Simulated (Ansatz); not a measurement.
InAgTe2: isotropic strain −0.75 %

Consider InAgTe2 in the chalcopyrite structure (space group I-42d, No. 122; a = 6.5687 Å, c = 12.9994 Å).

The change: an isotropic linear strain of −0.75 %, atoms relaxed at fixed cell.

The values are results of PBE (Ansatz, a quantum-chemistry and plane-wave program, PAW, no spin-orbit coupling), not measurements. k-mesh 7×7×7 (Γ-centred); smearing 0.05 eV (Fermi–Dirac).

- Shortest interatomic distance: 2.790 Å (base 2.813 Å)
- Energy relative to the base (free energy F): +2.1 meV/atom
- Pressure (mean of the normal stresses, compression positive): 0.88 GPa (base 0.01 GPa)
- Band gap: 0.10 eV (uncertain: the Fermi level lies in a band; the base alone) (base 0.05 eV)

Final structure:

```yaml
crystal:
  lattice:
    - [-3.25969, 3.25969, 6.45096]
    - [3.25969, -3.25969, 6.45096]
    - [3.25969, 3.25969, -6.45096]
  atoms:
    - { symbol: In, position: [0.50000, 0.50000, 0.00000] }
    - { symbol: In, position: [0.25000, 0.75000, 0.50000] }
    - { symbol: Te, position: [0.37500, 0.36869, 0.49369] }
    - { symbol: Te, position: [0.63131, 0.12500, 0.00631] }
    - { symbol: Te, position: [0.87500, 0.88131, 0.50631] }
    - { symbol: Te, position: [0.11869, 0.62500, 0.99369] }
    - { symbol: Ag, position: [0.00000, 0.00000, 0.00000] }
    - { symbol: Ag, position: [0.75000, 0.25000, 0.50000] }
```

Spin-orbit coupling, missing from the scalar runs, can matter with Te. Stability against distortions was not tested. The zero or small gap of InAgTe2 can change with the level of theory.
